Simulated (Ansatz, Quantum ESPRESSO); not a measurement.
## One structure in several programs: SbPt (P6_3/mmc, 4 atoms in the cell)

Self-consistent single point.

```
CELL_PARAMETERS angstrom
      4.14527     0.00000     0.00000
     -2.07264     3.58991     0.00000
      0.00000     0.00000     5.49655
ATOMIC_POSITIONS crystal
  Sb 0.66667 0.33333 0.75000
  Sb 0.33333 0.66667 0.25000
  Pt 0.00000 0.00000 0.50000
  Pt 0.00000 0.00000 0.00000
```

Shared settings, as Ansatz (a first-principles code) writes them: kpoints.mp_grid.grid = 8 8 5; magnetization.spin_orbit = true; scf.occupations.method = fermi_dirac; scf.occupations.width = 0.1 eV. Potentials and cutoffs stand in the table.

```csv
code,model,pressure (GPa),cutoff
Ansatz,"PBEsol with spin-orbit coupling, PAW files made with PBE",0.69,420 eV
Quantum ESPRESSO,"PBEsol, spin-orbit coupling, PseudoDojo fully relativistic norm-conserving (PBESOL) pseudopotentials",0.92,85 Ry
```

The spread over the programs that give each value: pressure within 0.23 GPa.

Ansatz's pressure is given at a fixed set of plane waves, as the other plane-wave codes print theirs; with its correction for the finite basis it is 0.82 GPa.

The starting cell comes from a database of computed structures (which also holds hypothetical and non-ambient phases and stackings), without a prior relaxation at this level. Its lattice was rescaled by a random factor within 2.5 % of one.

Left out of this page: FLEUR and SIESTA (not drawn, or without a comparable value).

Keys are those of Ansatz 0.2.
